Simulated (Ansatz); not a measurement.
## A computed series for CdTe: pressure series

Start from CdTe in the zinc blende structure (space group F-43m, No. 216; a = 6.409 Å).

Cell and atoms are relaxed at each pressure.

Calculations: plane-wave PAW DFT at the LDA level (Ansatz, a first-principles code, 420 eV), no spin-orbit coupling.

Notes on the quantities. hole mass: degenerate bands, along [100].

```tsv
change	lattice parameter a	band gap	width of the top valence band	hole mass
base	6.409 Å	0.61 eV	2.38 eV	0.051, 0.48, 0.48 mₑ (at Γ)
pressure −2 GPa	?	?	?	?
pressure −1 GPa	6.458 Å	0.54 eV	2.28 eV	0.047, 0.50, 0.50 mₑ (at Γ)
pressure 0.9 GPa	6.369 Å	0.67 eV	2.46 eV	0.055, 0.46, 0.46 mₑ (at Γ)
pressure 2.1 GPa	6.321 Å	0.74 eV	2.57 eV	0.059, 0.45, 0.45 mₑ (at Γ)
pressure 4.5 GPa	6.239 Å	0.86 eV	2.76 eV	0.066, 0.42, 0.42 mₑ (at Γ)
pressure 9 GPa	6.117 Å	1.05 eV	3.07 eV	0.076, 0.38, 0.38 mₑ (at Γ)
pressure 15 GPa	5.994 Å	1.23 eV	3.43 eV	0.085, 0.34, 0.34 mₑ (at Γ)
pressure 22.5 GPa	5.875 Å	1.41 eV	3.77 eV	0.094, 0.31, 0.31 mₑ (at Γ)
pressure 30 GPa	5.780 Å	1.52 eV	4.06 eV	0.10, 0.28, 0.28 mₑ (at Γ)
```

Problem. Some entries are withheld; estimate them.

Solution. 
- pressure −2 GPa, lattice parameter a: 6.515 Å
- pressure −2 GPa, band gap: 0.47 eV
- pressure −2 GPa, width of the top valence band: 2.16 eV
- pressure −2 GPa, hole mass: 0.041, 0.52, 0.52 mₑ (at Γ)

With Te present, leaving out spin-orbit coupling can change the band edges. Load acts through the strain it causes; cell and atoms are relaxed under it. Effective masses come from finite differences of ±0.01 Å⁻¹. Stability against distortions was not tested. Measured, CdTe leaves this structure (for cinnabar) near 3.53 GPa (temperature not stated; as listed in Datta, Sujoy, Jana, Debnarayan, arXiv (2020)), on rising pressure, with hysteresis.
